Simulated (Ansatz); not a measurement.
**Effective masses and thermopower of KTaO₃ under load (space group Pm-3m)**

```yaml
crystal:
  lattice:
    - [3.95435, 0.00000, 0.00000]
    - [0.00000, 3.95435, 0.00000]
    - [0.00000, 0.00000, 3.95435]
  atoms:
    - { symbol: K, position: [0.50000, 0.50000, 0.50000] }
    - { symbol: Ta, position: [0.00000, 0.00000, 0.00000] }
    - { symbol: O, position: [0.00000, 0.50000, 0.00000] }
    - { symbol: O, position: [0.50000, 0.00000, 0.00000] }
    - { symbol: O, position: [0.00000, 0.00000, 0.50000] }
```

Computed with PBEsol with spin-orbit coupling, rigid bands (plane waves, PAW; Ansatz, an electronic-structure program). Condition of this run: hydrostatic pressure 5 GPa (the target of the relaxation). Geometry: cell and atoms relaxed with PBEsol, then loaded as said.

```yaml
band_gap: 2.05 eV
electron conductivity mass (300 K, dilute): 0.44 mₑ
hole conductivity mass (300 K, dilute): 2.0 mₑ
effective density of states N_c (300 K): 1.6e19 cm⁻³
effective density of states N_v (300 K): 4.0e20 cm⁻³
density_of_states_mass_electrons: 0.74 mₑ
density_of_states_mass_holes: 6.4 mₑ
Seebeck coefficient, n-type 1e19 cm⁻³, 300 K: -272 μV/K
Seebeck coefficient, p-type 1e19 cm⁻³, 300 K: 552 μV/K
```

Rigid bands; masses and Seebeck coefficients take one relaxation time τ for all states and one kind of carrier; polarons and phonon drag are left out.
